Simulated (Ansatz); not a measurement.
We consider AlB2-type ZrB2, described by PBEsol (plane waves, PAW; Ansatz, a program for electronic structure).

Run with plane-wave cutoff 560 eV, 18×18×12 k mesh (along the axes of the cell as run), Fermi–Dirac smearing 0.1 eV, perturbation theory, scalar-relativistic PAW data made under PBE.

Computed at the level's own relaxed cell.

Harmonic phonon frequencies (cm⁻¹; i marks an imaginary mode):

| q point | frequencies |
|---|---|
| Γ | 0 0 0 461 461 482 562 787 787 |
| M | 233 238 297 518 536 544 711 711 731 |
| K | 251 268 268 545 545 632 658 658 757 |
| A | 216 216 246 414 414 505 625 791 791 |
| L | 230 256 268 515 549 602 680 723 736 |
| H | 239 259 259 576 576 624 658 658 741 |

No imaginary mode appears at these points.
